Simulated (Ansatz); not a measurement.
We consider GdPd₃ (Pm-3m, No. 221), described by r²SCAN (plane waves, PAW; Ansatz, a first-principles code).

Numerical settings: plane-wave cutoff 500 eV, 14×14×14 k mesh, Fermi–Dirac smearing 0.1 eV, spin-polarised start, scalar-relativistic PAW data made under PBE.

Computed at the level's own relaxed cell.

Question: Estimate the volume per atom and lattice parameter a that the calculation returns.

Answer: 
- volume per atom: 17.41 Å³/atom
- lattice parameter a: 4.114 Å

Note: the magnetic order was assumed, not searched for or taken from measurement; the 4f shell is treated without U or exact exchange, so its levels and filling can be wrong.

Spin–orbit coupling is not included.

The result took roughly 6 core-minutes.
